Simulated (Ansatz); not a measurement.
H on the 1x1 (0001) surface of hcp Os, one in a 2x2 cell, started at the site 'top Os'

Method: PBE (plane waves to 420 eV, PAW; Ansatz, a quantum-chemistry and plane-wave program).

Set-up: 17 atoms, 6.4 Å thick at the start under the adsorbate (thin: gaps and levels are the slab's own); mesh 6x6x1; 0.1 eV smearing; dipole correction on; 8 atoms held, the rest relaxed; symmetry of the start imposed; no spin, no spin-orbit, no U, no dispersion correction. At the end it is bonded to Os. In PBE this state lies 0.22 eV over the lowest of the starts that converged ('bridge Os-Os (span 2.8 Å)').

```json
{
  "adsorption energy against ½ H2(g)": "-0.32 eV",
  "work_function_of_the_top_face": "5.35 eV",
  "change_of_the_work_function": "0.036 eV",
  "change_of_the_step_from_the_bottom_to_the_top_vacuum_level_against_the_clean_slab": "0.038 eV",
  "energy_released_by_relaxation": "0.14 eV",
  "height of the binding atom over the mean of the host atoms within 0.3 Å of the top one": "1.699 Å",
  "nearest_host_atoms_of_the_binding_atom": "Os at 1.65 Å, Os at 3.24 Å, Os at 3.24 Å",
  "largest_move_of_a_host_atom": "0.05 Å",
  "cost": "around 3 core-minutes (rough)"
}
```

A negative adsorption energy means that the adsorbate is more stable on the surface than in its reference.
